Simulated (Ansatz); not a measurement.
The starting structures come from a database of crystals and need not be the phases stable at ambient conditions.

Where the default PAW files enter, the runs use the earlier of Ansatz's two default sets.

Here is the system:

```
O2Si
1.0
    7.08175     0.00000     0.00000
    0.00000     7.08175     0.00000
    0.00000     0.00000     7.08175
Si O
8 16
Direct
  0.02202   0.47798   0.47798
  0.47798   0.52202   0.97798
  0.52202   0.02202   0.52202
  0.97798   0.97798   0.02202
  0.28324   0.21676   0.21676
  0.21676   0.78324   0.71676
  0.78324   0.28324   0.78324
  0.71676   0.71676   0.28324
  0.13916   0.66354   0.53936
  0.36084   0.33646   0.03936
  0.63916   0.83646   0.46064
  0.86084   0.16354   0.96064
  0.46064   0.13916   0.33646
  0.96064   0.36084   0.66354
  0.53936   0.63916   0.16354
  0.03936   0.86084   0.83646
  0.66354   0.46064   0.86084
  0.33646   0.96064   0.63916
  0.83646   0.53936   0.36084
  0.16354   0.03936   0.13916
  0.84756   0.84756   0.15244
  0.65244   0.15244   0.65244
  0.34756   0.65244   0.84756
  0.15244   0.34756   0.34756
```

Space group of this cell: P2_13. The cell is taken as given.

Transport runs along the normal of the first two printed cell vectors, the (001) plane of the conventional cell.

The gap is the functional's own. No spin-orbit coupling. Mid-gap values are those at the computed energy nearest the middle.

Problem. State the band gap and the smallest decay constant κ at mid-gap according to r2SCAN run with Ansatz (a first-principles code).

Solution. Gap 6.43 eV on a 4×4×4 mesh; κ = 0.547 1/Å, at the zone centre.
